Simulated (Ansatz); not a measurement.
Structure of amorphous germanium selenide (Ge24Se36) (periodic cell):

```xyz
60
Lattice="11.5908 -0.2199 0.1202 -0.2199 10.8996 -0.0236 0.1202 -0.0236 13.9504" Properties=species:S:1:pos:R:3 pbc="T T T"
Ge     5.9732     1.6385     9.5492
Ge     5.9682     9.2118     5.7655
Ge     4.1630     5.8669    11.3026
Ge     1.8366     8.5712    10.1505
Ge    10.5741     8.8659    12.8155
Ge     1.7632     1.5770     4.0896
Ge     1.8049     7.1880     2.9171
Ge    10.0310     4.2381     0.4423
Ge    11.1044     8.6567     8.0035
Ge     4.3213     9.4665    12.6765
Ge     0.3940     6.0736     5.5171
Ge    10.9874     2.7672     7.4312
Ge     4.3515    10.0238     3.0363
Ge     3.6362     3.9909     1.5201
Ge     7.6921     3.5869     6.0380
Ge     0.0695     0.1445     1.0807
Ge     8.9685     6.8743     5.9253
Ge     6.9207     8.8959     1.3269
Ge     7.6341     6.6302    12.3143
Ge     2.8639     2.4270     8.5087
Ge    10.0365    10.4019     5.2433
Ge     1.2760     5.0221    10.3334
Ge     8.2306     1.3537    12.7618
Ge     6.6841     3.9065     1.2981
Se     8.5546     2.6068     1.8359
Se     5.6808     0.0864     1.1834
Se     6.5260     5.3825    10.6628
Se     7.9926     0.8046    10.1955
Se     4.2192     8.3057    10.2190
Se     6.6949     5.8912     6.0350
Se     0.3596     2.8055     9.5465
Se     5.1195     3.3292    13.5959
Se     7.9363     5.9305     0.7233
Se     8.7968     8.2646     8.0816
Se     9.9147     6.8690    11.6321
Se     3.9696     1.4476    10.7047
Se     0.6847    10.4700     9.2727
Se    10.5864     0.3552    12.4276
Se    10.9088     1.0304     3.4981
Se     9.5191     3.3934    12.1471
Se     0.9719     6.9609     8.4745
Se     4.7663     0.3518     5.0464
Se     9.6605     0.7363     7.2473
Se     2.8281     6.5115     4.9060
Se     6.9208     8.9487    12.5340
Se     1.2099     3.5423     5.8218
Se     1.6074     2.8781     1.9001
Se     2.6533     6.1666     0.7424
Se     2.0441     9.5238     2.2093
Se     3.3929     4.8963     8.9569
Se     4.8262     7.2679    13.9489
Se     8.1852     9.1767     4.3652
Se     5.6491     2.4559     7.4281
Se    10.0264     8.7508     1.2242
Se     0.3745     9.2771     5.6436
Se     1.3709     8.4421    12.5075
Se     5.2705     4.3244     3.2038
Se     5.4020     7.9444     3.5908
Se    11.2347     6.0810     3.2273
Se     9.3458     4.4731     7.7019
```

These are PBE, scalar-relativistic without spin-orbit coupling, PAW (Ansatz default set, large-core Se) (plane waves to 420 eV; Ansatz, a quantum-chemistry and plane-wave program) values and carry that method's errors.

The cell was made by melting and quenching with the CHGNet potential and then relaxed with DFT. The hot cell started wider than the set density and was brought back towards it in steps. It is the lowest in DFT energy of 4 quenches. It is a model cell: composition and starting density were chosen by hand, and all elements were melted together. No dispersion term was used. Its density started from a set value of 4.32 and ended at 4.32 g/cm³. Cooling (nominally 120 K/ps over its main leg) ran many orders faster than in experiment, which tends to leave more defects and strain. Values belong to this one cell and scatter from quench to quench. The volume was held where the preparation left it and the shape relaxed, at a PBE pressure of 0.9 GPa. Stress components on the final sampling reach 0.9 GPa.

Neighbours within Ge-Ge 2.85 Å, Ge-Se 2.84 Å, Se-Se 2.76 Å count as bonded.

Q: Give the coordination numbers, mean bond lengths and angles.

A: 
```yaml
Mean coordination of Ge: 3.29 (3 with 2, 11 with 3, 10 with 4)
Mean coordination of Se: 2.25 (27 with 2, 9 with 3)
Mean Ge-Se bond: 2.495 Å (spread 0.118 Å, 79 counted)
Mean Se-Se bond: 2.456 Å (spread 0.000 Å, 1 counted)
Bond angle at Ge: mean 103.4°, spread 13.0°
Bond angle at Se: mean 98.1°, spread 14.8°
```

Q: List the pairs of like atoms that count as bonded by the rules above.

A: Se48-Se51 (2.46 Å).
